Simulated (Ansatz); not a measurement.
**GaAs (model structure, started from the BN type, Pm-3n, No. 223, 12 atoms in the cell)**

The numbers are results of PBEsol+SOC in Ansatz (plane waves, PAW), not measurements.

Numerical settings: plane-wave cutoff 520 eV, 4×4×4 k mesh, Fermi–Dirac smearing 0.01 eV, PAW data made under PBE.

Cell (relaxed with PBEsol):

Space group Pm-3n (No. 223); a = b = c = 6.9837 Å, α = β = γ = 90.00°

```csv
atom,site,symmetry,x,y,z
Ga,6c,-4m.2,0.0000,0.5000,0.2500
As,6d,-4m.2,0.0000,0.2500,0.5000
```

```yaml
band_gap: 0.20 eV (on the SCF k mesh)
```

Note: the relaxation could raise the start's symmetry but not lower it, so the cell can be a saddle point.

The computed numbers hold no vibrational or temperature effects.

A model structure was made by putting elements into a prototype or built by hand; it is no filed structure, need not be a known phase, and can be a saddle point held by its symmetry.

Ansatz is a first-principles code.
